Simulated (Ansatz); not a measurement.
## NaCl in the zinc blende structure (space group F-43m, No. 216; a hypothetical phase, not in the database extracts checked)

```cif
data_Cl4Na4
_chemical_formula_sum 'Cl4 Na4'
_space_group_name_H-M_alt 'F-43m'
_space_group_IT_number 216
_space_group_name_Hall 'F -4 2 3'
_cell_length_a 6.17656
_cell_length_b 6.17656
_cell_length_c 6.17656
_cell_angle_alpha 90.000
_cell_angle_beta 90.000
_cell_angle_gamma 90.000
loop_
_atom_site_label
_atom_site_type_symbol
_atom_site_symmetry_multiplicity
_atom_site_Wyckoff_symbol
_atom_site_fract_x
_atom_site_fract_y
_atom_site_fract_z
_atom_site_occupancy
Cl1 Cl 4 d 0.75000 0.75000 0.75000 1
Na1 Na 4 a 0.00000 0.00000 0.00000 1
```
(The calculation used a cell of 2 atoms; values per cell refer to that cell.)

Calculations: r2SCAN in Ansatz (plane waves to 500 eV, PAW, no spin-orbit coupling). Settings: 9×9×9 k-points, 0.05 eV Fermi–Dirac smearing.

```yaml
volume_per_atom: 29.45 Å³
density: 1.65 g/cm³
band_gap: 5.55 eV, direct at Γ
electron_mass: 0.48 mₑ
Lowest conduction-band minima above the VBM: Γ 5.55 eV
total_energy: -1288.051 eV/atom (σ→0; compares only within this code and set-up)
```

Effective masses come from finite differences of ±0.01 Å⁻¹. No phonon test of stability was made.

Ansatz is a first-principles code.
